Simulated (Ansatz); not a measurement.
Consider this model of amorphous Zr$_{20}$O$_{42}$Ge.

```xyz
63
Lattice="9.6333 0.0604 -0.1952 0.0604 9.4200 -0.0292 -0.1952 -0.0292 8.9811" Properties=species:S:1:pos:R:3 pbc="T T T"
Zr     7.7902     4.4669     7.1805
Zr     8.2027     0.9561     8.3213
Zr     3.5441     4.5608     2.8541
Zr     9.0305     2.2439     4.6421
Zr     0.3466     0.3766     2.3139
Zr     3.3199     1.6421     1.3531
Zr     4.5983     8.0392     2.3872
Zr     0.2915     3.4614     0.9974
Zr     4.8234     4.1262     6.2815
Zr     6.3663     5.6938     1.0197
Zr    -0.0004     6.6891     8.9260
Zr     7.0804     5.5750     4.1990
Zr     2.6263     1.7885     6.6099
Zr     6.1007     0.6842     5.5755
Zr     6.8001     2.1999     2.0368
Zr     9.1007     8.2596     5.6858
Zr     1.4235     5.0170     6.3271
Zr     3.2157     7.9619     5.3929
Zr     3.7808     6.5584     8.3216
Zr     0.9318     6.5280     3.3076
O      5.2703     0.5699     1.5065
O      3.4776     6.0354     6.2566
O      4.7436     8.9607     4.3173
O      7.9513     0.5406     1.2823
O      7.1595     8.3653     5.4200
O      6.1839     6.8371     2.8125
O      8.7340     6.7284     3.9194
O      4.9407     4.6164     4.2826
O      8.0379     5.7868    -0.0725
O      7.9257     2.9463     0.1388
O      4.3596     8.2502     7.1293
O      5.8134     7.5910     0.3497
O      8.3947     4.1266     5.1118
O      9.2146     2.4899     2.5927
O      4.1481     5.8618     1.4372
O      0.5873     5.3578     1.6586
O      1.0875     2.7992     5.7036
O      1.8886     4.8096     4.1196
O      3.5317     8.4147     0.5707
O      0.7254     1.4435     0.4452
O      9.5266     0.1541     4.0588
O      3.6128     1.2811     8.3725
O      6.9320     1.7082     3.9716
O      3.0043     7.1759     3.3797
O      5.1996     4.9853     8.3058
O      0.1713     4.0008     8.0087
O      6.4493     5.6071     6.1075
O      4.7614     2.9468     2.1270
O      4.2956     2.0151     5.6227
O      6.4615     3.0048     6.6612
O      9.1726     8.5586     7.8274
O      2.9372     3.8034     7.1584
O      2.2980     3.3643     1.6182
O      1.8072     6.2003     8.2250
O      1.2886     7.0483     5.3460
O      2.3410     0.5988     2.6800
O      6.2232     0.5086     7.7858
O      0.5192     7.8775     1.7172
O      8.3568     1.0930     6.2363
O      2.0182     9.4019     6.0854
O      7.0758     4.3396     2.4321
O      9.1757     6.2226     6.6772
Ge     4.8717     9.2083     8.6556
```

Method: PBE, scalar-relativistic without spin-orbit coupling (plane waves to 420 eV, PAW; Ansatz, a quantum-chemistry and plane-wave program).

A CHGNet melt-quench gave the starting glass, which DFT then relaxed. O atoms were pushed apart under 1.9 Å during the dynamics, to hinder bonds among them. The hot cell started wider than the set density and was brought back towards it in steps. It is the lowest in DFT energy of 2 quenches. It is a model cell: composition and starting density were chosen by hand, and all elements were melted together. No dispersion term was used. Its density started from a set value of 5.24 and ended at 5.24 g/cm³. Cooling (nominally 380 K/ps over its main leg) ran many orders faster than in experiment, which tends to leave more defects and strain. One small periodic cell is one sample of the glass; other quenches scatter about these values. The volume was held where the preparation left it and the shape relaxed, at a PBE pressure of 1.3 GPa. Stress components on the final sampling reach 1.4 GPa.

Neighbours within Zr-Zr 3.41 Å, Zr-O 2.58 Å, Zr-Ge 3.03 Å, O-O 1.58 Å, O-Ge 2.23 Å, Ge-Ge 2.81 Å count as bonded. Two cations that share two anions don't count as bonded, nor two that share one unless they lie closer than Zr-Zr 3.32 Å, Zr-Ge 2.94 Å, Ge-Ge 2.57 Å.

Problem. Give the coordination numbers, mean bond lengths and angles.

Solution. 
The mean coordination of Zr by anions is 6.25 (3 with 5, 10 with 6, 6 with 7, 1 with 8); 2 close contacts or bonds to cations besides and the mean coordination of O comes out as 3.12 (4 with 2, 29 with 3, 9 with 4). The mean coordination of Ge by anions is 6.00 (1 with 6) and the mean Zr-O bond is 2.150 Å (spread 0.117 Å, 125 counted). The mean O-Ge bond comes out as 1.916 Å (spread 0.052 Å, 6 counted), the mean Zr-Zr close contact comes out as 3.301 Å (spread 0.000 Å, 1 counted) and the bond angle at Zr comes out as mean 102.2°, spread 29.6°. The bond angle at O is mean 112.5°, spread 18.6° and the bond angle at Ge is mean 105.6°, spread 32.5°.

Problem. List the pairs of like atoms that count as bonded by the rules above.

Solution. Zr3-Zr20 (3.30 Å).
